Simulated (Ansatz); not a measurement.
GaN: pressure series

Start from GaN in the zinc blende structure (space group F-43m, No. 216; a = 4.498 Å).

Cell and atoms are relaxed at each pressure.

Level of theory: Kohn–Sham DFT with the r2SCAN functional, run in Ansatz (an electronic-structure program) with PAW and 500 eV plane waves, no spin-orbit coupling.

```csv
pressure (GPa),band gap (eV)
-2,2.10
-1,2.13
0,2.17
0.9,2.20
2.1,2.24
4.5,2.32
9,?
15,2.61
```

**Question.** Fit E_g = E₀ + αP + βP² to the rows shown and predict the withheld row.

**Answer.** Least squares on the printed values gives E₀ = 2.17 eV, α = 35.0 meV/GPa, β = -0.37 meV/GPa² (largest residual 0.00 eV); this predicts 2.45 eV, and the run gives 2.45 eV, in agreement.

Load acts through the strain it causes; cell and atoms are relaxed under it. Whether these cells are dynamically stable was not tested. Tetrahedral semiconductors of this kind turn to denser phases somewhere between about 1 and 50 GPa; those were not computed, so compressed cells here can lie past the real transition. This is not the structure that GaN has at room temperature and ambient pressure.
